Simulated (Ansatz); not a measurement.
**Polytypes of SnC**

Each stacking of close-packed layers was relaxed in full (another structure type may lie lower); h and c name layers with hexagonal and cubic neighbours, and n counts the layers along c. The k-point meshes leave errors of the order of half a meV per atom in these differences.

Values marked by level come from PBE (plane waves to 420 eV, PAW; Ansatz, a first-principles code); HSE06 (plane waves to 420 eV, PAW; Ansatz). Geometries and values that name no level are of the first. No spin–orbit coupling. HSE06 ran on meshes of its own (6×6×1, 6×6×3); its edges and gaps are taken over the mesh and over extra points off it, mostly where PBE has its edges.

```
polytype (h, c layers)  hexagonality (%)  space group  a (Å)  c/(n a)  E − E(3C), PBE (meV/atom)  PBE gap (eV)  HSE06 gap (eV)
----------------------  ----------------  -----------  -----  -------  -------------------------  ------------  --------------
9H (hccccchcc)                        22         P3m1  3.596   0.8169                       -0.8             –               –
6H (hcchcc)                           33       P6_3mc  3.595   0.8171                       -1.2          0.68            1.47
10H (hccchchhcc)                      40         P3m1  3.595   0.8173                       -1.2             –               –
10H (hcccchhcch)                      40         P3m1  3.595   0.8173                       -1.0             –               –
15R (hcchc)                           40          R3m  3.595   0.8173                       -1.3             –               –
9R (hch)                              67          R3m  3.593   0.8179                       -1.6          0.74               –
2H (hh)                              100       P6_3mc  3.591   0.8185                       -1.5          0.80            1.61
```
